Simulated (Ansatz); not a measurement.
Worked calculations on one periodic cell of amorphous Ti$_{20}$O$_{42}$Si: Ti20O42Si, 63 atoms, volume 788.1 Å³, made by a melt-quench on the CHGNet potential and relaxed with DFT. O atoms were pushed apart under 1.9 Å during the dynamics, to hinder bonds among them. It is a model cell: composition and starting density were chosen by hand, and all elements were melted together. Cycles of charging were run to anneal it. All values below come from PBE, scalar-relativistic without spin-orbit coupling (plane waves to 420 eV, PAW; Ansatz, an electronic-structure program). Sampling: a 2×2×2 Γ-centred mesh; Fermi-Dirac width 0.02 eV; no spin polarisation. Its volume was relaxed, its shape was free, and it stands at a mean pressure of 0.0 GPa with stress components up to 0.1 GPa; the relaxation ran on the zone centre alone. Its density went from a set 3.53 to 3.49 g/cm³. The cell is small and was quenched far faster than a real film, so it is one sample of the glass.

Count formal charges (Ti +4, O -2, Si +4). What does the count lead one to expect at the Fermi level, and what does the calculation give?

20 × (+4) + 42 × (-2) + 1 × (+4) = 0. The charges balance, so the anion-derived valence states can be full and a gap can open. On this mesh the highest filled and lowest empty level lie 2.58 eV apart, the PBE gap of this cell.

Four energies for an added electron at PBE on the zone centre alone (charged cells in a uniform background, spin-polarised): neutral at the neutral geometry -74540.133 eV; charged at the neutral geometry -74531.317 eV; charged and relaxed -74531.443 eV; neutral at the charged geometry -74539.962 eV.

Find the two relaxation energies and their sum, the reorganisation energy.

On charging: -74531.317 − (-74531.443) = 0.126 eV. On discharging: -74539.962 − (-74540.133) = 0.171 eV. The sum is 0.297 eV. The carrier's level spreads over 10 of the 63 atoms' worth, so it counts as partly localised, most on one Ti atom with neighbours O 1.82 Å, O 1.91 Å, O 2.00 Å, O 2.05 Å, O 2.05 Å, O 2.20 Å (neutral geometry). The values are uncorrected: the image energy of a point charge in this cell, 2.84 × 14.40 / (2 × 9.2) = 2.2 eV before screening, is screened by electrons alone at the fixed geometry and by ions too after relaxing, and the carrier can be spread before it relaxes, so each term can be off by up to that value times 1/ε∞, some tenths of an eV. PBE's self-interaction favours spread-out carriers, so a hybrid can localise more.

Four energies for a hole at PBE on the zone centre alone (charged cells in a uniform background, spin-polarised): neutral at the neutral geometry -74540.133 eV; charged at the neutral geometry -74546.084 eV; charged and relaxed -74546.491 eV; neutral at the charged geometry -74539.146 eV.

Find the two relaxation energies and their sum, the reorganisation energy.

On charging: -74546.084 − (-74546.491) = 0.407 eV. On discharging: -74539.146 − (-74540.133) = 0.987 eV. The sum is 1.394 eV. The carrier's level spreads over 3 of the 63 atoms' worth, so it counts as localised, most on one O atom with neighbours Ti 1.76 Å, Ti 1.96 Å (neutral geometry). The values are uncorrected: the image energy of a point charge in this cell, 2.84 × 14.40 / (2 × 9.2) = 2.2 eV before screening, is screened by electrons alone at the fixed geometry and by ions too after relaxing, and the carrier can be spread before it relaxes, so each term can be off by up to that value times 1/ε∞, some tenths of an eV. PBE's self-interaction favours spread-out carriers, so a hybrid can localise more.
